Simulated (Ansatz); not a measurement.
# ZrO2: point defects

Consider a 12-atom supercell of ZrO2 (space group P4_2/nmc, No. 137; a = 3.621 Å, c = 5.284 Å) at its relaxed geometry.

One neutral defect a cell, atoms relaxed at fixed cell.

Computed with PBE (Ansatz, a quantum-chemistry and plane-wave program, PAW, without spin-orbit coupling), earlier PAW set.

Before the change:

- Pressure = 0.0 GPa

The aim is a pressure between 30.5 GPa and 32.1 GPa. Which of these changes reaches it?
A) O vacancy
B) Cr on a Zr site
C) Zr on a O site (antisite)

C, Zr on a O site (antisite). It gives 31.2 GPa; Cr on a Zr site gives -8.8 GPa; O vacancy gives -2.4 GPa. Changes not listed may reach it too

In so small a cell the defect repeats every few ångströms: this is an ordered compound, not a dilute defect. Starting moments died away, wholly or in part, for Zr on a O site (antisite) and O vacancy; another magnetic solution may exist. No Hubbard U is applied and the magnetic state is the run's own (Zr3CrO8 magnetic); small cells can't hold the antiferromagnetic order that many such compounds have, so gaps and moments can be off. This is not the structure that ZrO2 has at room temperature and ambient pressure.
